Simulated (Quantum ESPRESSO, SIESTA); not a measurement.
Equation of state of diamond-structure Si (space group 227): energy against volume (SIESTA, LDA)

```xyz
2
Lattice="0.0000 2.6099 2.6099 2.6099 0.0000 2.6099 2.6099 2.6099 0.0000" Properties=species:S:1:pos:R:3 pbc="T T T"
Si     2.6099     2.6099     2.6099
Si     3.9148     3.9148     3.9148
```

Method of the run: LDA PW92, numerical atomic orbitals DZP, PseudoDojo LDA standard norm-conserving potentials (rewritten from UPF to PSML) in SIESTA. Settings: XC.functional = LDA; XC.authors = PW92; potentials = PseudoDojo LDA standard; PAO.BasisSize = DZP; PAO.EnergyShift = 0.01 Ry; MeshCutoff = 455 Ry; kgrid.MonkhorstPack = 11 11 11; OccupationFunction = FD; ElectronicTemperature = 0.01 eV; MaxSCFIterations = 150; SCF.Mixer.Method = Pulay; SCF.Mixer.Weight = 0.1; SCF.Mixer.History = 8; SCF.DM.Tolerance = 1.0E-04. The cell above is the first row's. The rows scale it uniformly. In all rows fractional positions and the k mesh are held. E is the free energy at the stated smearing, counted from the lowest row.

```
V (Å^3/atom)  E (meV/atom)
------------  ------------
17.777               70.93
18.164               44.04
18.550               24.17
18.937               10.60
19.323                2.75
19.710                0.00
20.096                1.87
20.482                7.89
20.869                   ?
```

**Question.** Fit E against V with the third-order Birch-Murnaghan form, a cubic in V^(-2/3), and predict the withheld value at V = 20.869.

**Answer.** With u = V^(-2/3) - 0.140, the rows have u = 0.006812, 0.004719, 0.002704, 0.000754, -0.001127, -0.002951, -0.004712, -0.006417. Least squares gives E = 6.844 + 4449.33·u + 723309·u² + 695576·u³. Residuals (row less fit): -0.007, 0.019, -0.007, -0.010, 0.003, 0.005, 0.004, -0.003; standard error 0.013 (degrees of freedom: 4). Its minimum lies at u = -0.003089, so V0 = (0.136911)^(-3/2) = 19.74. There d²E/du² = 1434000 and d³E/du³ = 4173000, so B0 = (4/9) × 19.74^(-7/3) × 1434000 × 0.160218 = 96.9 GPa (the last factor turns the table's units into GPa), and B0' = 4 + (2/3) × 0.136911 × (4173000)/1434000 = 4.3. The program's pressures in the fitted runs (not shown) pass through zero at V = 19.74, 0.00 % from this V0. At the withheld row, u = -0.008073, so E = 6.844 + 4449.33 × (-0.008073) + 723309 × (-0.008073)² + 695576 × (-0.008073)³ = 17.699 meV/atom. The calculation gives 17.68 meV/atom, 0.019 meV/atom below the prediction (under 0.05 % of the range of E in the table). The row lies outside the fitted rows, so this is an extrapolation. From the scatter of the fitted rows alone, a prediction at this place has a standard error of 0.030 meV/atom, so the miss is 0.6 times that.

Carrying the step between the two nearest rows on in a straight line would have given 13.93, off by 3.75; series whose last step already gives the withheld value aren't shown. The scan was laid around a cell of about the measured size, scaled by a guess for this functional. The runs keep the symmetry of the cell, so they don't test it for distortions. A plane-wave scan with the same functional (Quantum ESPRESSO, GBRV) gives V0 = 19.69 Å^3/atom and B0 = 96.6 GPa; a Birch-Murnaghan fit to all rows here lies 0.3 % from it in V0 and 0 % in B0; the two differ in basis, and may differ in potentials and mesh. Values carry the incompleteness of an atom-centred basis. Cutoffs and mesh are single choices, not tested for convergence of this quantity. Series with a scatter that would blur these digits, or in which a gap closes, are not shown. Nor are scans whose minimum lies at an end fitted in this form.
